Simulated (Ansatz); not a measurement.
Where the default PAW files enter, the runs use the earlier of Ansatz's two default sets.

**Evanescent states of ZnO (P6_3mc, wurtzite, 4 atoms a cell, 11.8 Å³ an atom) along the normal of (100)**

Calculation: r2SCAN (plane waves, PAW; Ansatz, a first-principles code).

No gap correction and no spin-orbit coupling; mid-gap is the computed energy nearest the middle.

Energies count from the valence-band top; κ is the least over a 10×6 mesh across the current.

```csv
E (eV),κ (1/Å),where
0.04,0.047,Γ
0.12,0.078,Γ
0.20,0.096,Γ
0.28,___,Γ
0.36,___,Γ
0.44,___,Γ
0.52,___,Γ
0.60,___,Γ
0.68,___,Γ
0.76,___,Γ
0.84,___,Γ
0.92,___,Γ
1.00,0.097,Γ
1.08,0.081,Γ
1.16,0.057,Γ
```

Problem. Fill in the missing entries.

Solution. 
- 0.28, κ (1/Å): 0.109
- 0.36, κ (1/Å): 0.117
- 0.44, κ (1/Å): 0.123
- 0.52, κ (1/Å): 0.126
- 0.60, κ (1/Å): 0.127
- 0.68, κ (1/Å): 0.126
- 0.76, κ (1/Å): 0.123
- 0.84, κ (1/Å): 0.117
- 0.92, κ (1/Å): 0.109
